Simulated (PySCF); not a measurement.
PySCF 2.14.0, BP86/def2-svp, df: [SiH2][SiH]([SiH3])[SiH3], charge +1, multiplicity 1, 13 atoms. The geometry is a generated start, not checked to be a minimum at this level.

```json
{
  "task": "energy",
  "method": "bp86",
  "basis": "def2-svp",
  "two_electron_scheme": "density fitting",
  "mol.max_memory": "3000 MB",
  "mf.max_cycle": "100",
  "mf.conv_tol": "1e-09 (default)",
  "mf.grids.level": "3 (default)",
  "basis_functions": "117",
  "grid_points": "164992"
}
```

```xyz
13

Si    -0.1745     2.2752     0.1877
Si    -0.0187     0.0579    -0.5279
Si    -1.9838    -1.1317     0.1376
Si     2.1479    -0.8139    -0.0132
H     -0.3717     3.5709    -0.4736
H     -0.1051     2.7013     1.5905
H     -0.1027     0.3387    -1.9882
H     -2.4464    -1.9079    -1.0071
H     -2.9920    -0.1600     0.5618
H     -1.6083    -1.9957     1.2533
H      1.9486    -2.1351     0.5731
H      2.9254    -0.8904    -1.2428
H      2.7813     0.0906     0.9489
```

Charge 1 and multiplicity 1 are set for this test and not shown to be the ground state.

With the defaults (mf.DIIS = CDIIS, mf.diis = true, mf.diis_space = 8, mf.diis_damp = 0, mf.init_guess = minao, mf.damp = 0, mf.diis_start_cycle = 1, newton = off) it converges in 12 Fock builds. One run each on 2 threads, 1 BLAS thread, with these changes:
- mf.init_guess = atom
- mf.diis = false
- mf.diis_space = 5
- mf.init_guess = 1e
- mf.damp = 0.7, mf.diis_start_cycle = 8
- newton = Hessian by the SCF's own integrals
- mf.diis_space = 12
- mf.DIIS = EDIIS
- mf.diis_damp = 0.3

Which of these changes keep the SCF from converging, or lead it to another solution?

No convergence: mf.DIIS = EDIIS; mf.diis = false (the run ends without SCF convergence in 100 cycles). The rest reach the solution of the defaults.

| setting | Fock builds | end |
|---|---|---|
| mf.diis_damp = 0.3 | 11 | same solution |
| the defaults | 12 | same solution |
| mf.diis_space = 12 | 12 | same solution |
| mf.diis_space = 5 | 12 | same solution |
| mf.init_guess = atom | 13 | same solution |
| mf.damp = 0.7, mf.diis_start_cycle = 8 | 15 | same solution |
| mf.init_guess = 1e | 18 | same solution |
| newton = Hessian by the SCF's own integrals | 38 | same solution |
| mf.DIIS = EDIIS | 101 | no convergence |
| mf.diis = false | 101 | no convergence |

Under newton the count holds the products with the orbital Hessian.
